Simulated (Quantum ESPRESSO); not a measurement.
Quantum ESPRESSO 7.5, DFT, PBE, plane waves, SSSP 1.1.2 efficiency PBE: wurtzite GaN (Ga4N4), 8 atoms. Basis and mesh were picked for this test and aren't claimed converged.

* **cell**: 6.38, 3.19, 5.18 Å; 90, 90, 120°
* **task**: scf
* **k mesh**: 7×7×4
* **ecutwfc**: 45 Ry
* **ecutrho**: 360 Ry
* **occupations**: fixed
* **conv_thr**: 8e-09 Ry
* **tprnfor**: true
* **tstress**: false
* **k-point pools (-nk)**: 8
* **diagonalization**: david (default)
* **k-points computed**: 60
* **bands**: 36
* **electrons**: 72
* **G-vectors of the density**: 71129
* **FFT grid**: 75×40×60
* **symmetry operations**: 2

Settings of this run: mixing_mode = plain, mixing_beta = 0.7, mixing_ndim = 16; 8 ranks.

| SCF iteration | band solver's avg # of iterations (first pass) | estimated scf accuracy (Ry) |
|---|---|---|
| 1 | 1.3 | 2.25775411 |
| 2 | 7.0 | 2.38789999 |
| 3 | 3.6 | 0.05992045 |
| 4 | 10.8 | 0.04044211 |
| 5 | 4.7 | 0.02424254 |
| 6 | 4.3 | 0.10917829 |
| 7 | 4.0 | 0.00313216 |
| 8 | 4.5 | 0.00105253 |
| 9 | 6.1 | 0.00061066 |
| 10 | 3.6 | 0.00045955 |
| 11 | 1.6 | 0.00045816 |
| 12 | 1.5 | 0.00034102 |
| 13 | 1.9 | 0.00015029 |
| 14 | 4.6 | 0.00005708 |
| 15 | 6.9 | 0.00001910 |
| 16 | 6.1 | 0.00001576 |
| 17 | 1.7 | 0.00001892 |
| 18 | 4.4 | 0.00000038 |
| 19 | 18.2 | 0.00000629 |
| 20 | 2.0 | 0.00000422 |
| 21 | 4.0 | 0.00000206 |
| 22 | 6.0 | 0.00000056 |
| 23 | 9.6 | 0.00000310 |
| 24 | 1.0 | 0.00000206 |
| 25 | 1.9 | 0.00000095 |
| 26 | 2.0 | 0.00000057 |
| 27 | 5.5 | 0.00000004 |
| 28 | 6.3 | 0.00000020 |
| 29 | 2.2 | 0.00000016 |
| 30 | 6.4 | 3.8E-09 |

It converged after 30 SCF iterations.

Q: The cycle is slow. Which setting should be changed?

A: One answer among several that fit: mixing_ndim = 2 (15 SCF iterations), all else kept. The other changes of this size gave: mixing_ndim = 4 (20); mixing_ndim = 8 (default) (24). The first change moves the result by: energy under 0.001 meV/atom, forces (largest component) 1.1 meV/Å. Counts are of single runs.
